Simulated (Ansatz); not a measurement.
Here is the system:

End structure of the (331) surface of diamond, H on 5 of 6 dangling bonds, none on a one-bond C at depth 0.8 Å (bottom of the slab: built like the top, H on every dangling bond, free):

```yaml
crystal:
  lattice:
    - [5.05093, 0.00000, 0.00000]
    - [1.26273, 5.50413, 0.00000]
    - [0.00000, 0.00000, 26.50000]
  atoms:
    - { symbol: C, position: [0.13228, 0.47086, 0.34245] }
    - { symbol: C, position: [0.63229, 0.47086, 0.34245] }
    - { symbol: C, position: [0.84416, 0.62337, 0.34938] }
    - { symbol: C, position: [0.34416, 0.62335, 0.34938] }
    - { symbol: C, position: [0.97281, 0.10876, 0.37375] }
    - { symbol: C, position: [0.47281, 0.10876, 0.37376] }
    - { symbol: C, position: [0.68430, 0.26286, 0.38069] }
    - { symbol: C, position: [0.18428, 0.26286, 0.38069] }
    - { symbol: C, position: [0.81580, 0.73682, 0.40290] }
    - { symbol: C, position: [0.31579, 0.73684, 0.40290] }
    - { symbol: C, position: [0.52642, 0.89432, 0.41071] }
    - { symbol: C, position: [0.02642, 0.89433, 0.41071] }
    - { symbol: C, position: [0.65768, 0.36931, 0.43457] }
    - { symbol: C, position: [0.15767, 0.36931, 0.43457] }
    - { symbol: C, position: [0.36826, 0.52693, 0.44206] }
    - { symbol: C, position: [0.86825, 0.52703, 0.44207] }
    - { symbol: C, position: [0.50000, 0.00000, 0.46522] }
    - { symbol: C, position: [0.00000, 0.00000, 0.46522] }
    - { symbol: C, position: [0.21053, 0.15789, 0.47294] }
    - { symbol: C, position: [0.71053, 0.15789, 0.47294] }
    - { symbol: C, position: [0.34211, 0.63158, 0.49614] }
    - { symbol: C, position: [0.84211, 0.63158, 0.49614] }
    - { symbol: C, position: [0.05263, 0.78947, 0.50386] }
    - { symbol: C, position: [0.55263, 0.78947, 0.50386] }
    - { symbol: C, position: [0.18421, 0.26316, 0.52705] }
    - { symbol: C, position: [0.68421, 0.26316, 0.52705] }
    - { symbol: C, position: [0.89474, 0.42105, 0.53478] }
    - { symbol: C, position: [0.39474, 0.42105, 0.53478] }
    - { symbol: C, position: [0.02655, 0.89380, 0.55803] }
    - { symbol: C, position: [0.52648, 0.89408, 0.55804] }
    - { symbol: C, position: [0.73748, 0.05129, 0.56538] }
    - { symbol: C, position: [0.23686, 0.05135, 0.56535] }
    - { symbol: C, position: [0.86824, 0.52668, 0.58937] }
    - { symbol: C, position: [0.36833, 0.52706, 0.58972] }
    - { symbol: C, position: [0.57908, 0.68446, 0.59720] }
    - { symbol: C, position: [0.07870, 0.68443, 0.59721] }
    - { symbol: C, position: [0.70913, 0.15972, 0.62022] }
    - { symbol: C, position: [0.21088, 0.16030, 0.62009] }
    - { symbol: C, position: [0.42326, 0.30736, 0.62307] }
    - { symbol: C, position: [0.92150, 0.31376, 0.62670] }
    - { symbol: C, position: [0.55023, 0.79629, 0.65075] }
    - { symbol: C, position: [0.05146, 0.79688, 0.65071] }
    - { symbol: C, position: [0.26303, 0.94972, 0.65791] }
    - { symbol: C, position: [0.76248, 0.94823, 0.65819] }
    - { symbol: H, position: [0.15205, 0.39174, 0.30400] }
    - { symbol: H, position: [0.65209, 0.39173, 0.30400] }
    - { symbol: H, position: [0.80820, 0.76719, 0.32059] }
    - { symbol: H, position: [0.30821, 0.76717, 0.32059] }
    - { symbol: H, position: [0.98935, 0.04261, 0.33449] }
    - { symbol: H, position: [0.48935, 0.04261, 0.33450] }
    - { symbol: H, position: [0.90482, 0.38157, 0.66573] }
    - { symbol: H, position: [0.58175, 0.64821, 0.67871] }
    - { symbol: H, position: [0.09386, 0.64901, 0.67871] }
    - { symbol: H, position: [0.24381, 0.02698, 0.69644] }
    - { symbol: H, position: [0.74297, 0.02580, 0.69668] }
```

Set-up: 55 atoms, 10.5 Å thick at the start with caps and adatoms (thin: gaps and levels are the slab's own); mesh 5x4x1; 0.025 eV smearing; dipole correction on; 12 atoms held, the rest relaxed; no symmetry held; spin-polarised, ending with about 1.0 μB a cell; orders that need a larger cell were not tried, no spin-orbit, no U. In PBE it is, or lies within 0.01 eV a 1x1 cell of, the lowest of the 2 structures of its composition computed so far; subsurface sites and larger cells were not tried.

Task: What highest filled level below the top vacuum level does PBE (Ansatz, a program for electronic structure) give?

Result: 3.44 eV

Task: Give the gap of the slab on its k-mesh at the level PBE.

Result: 1.14 eV
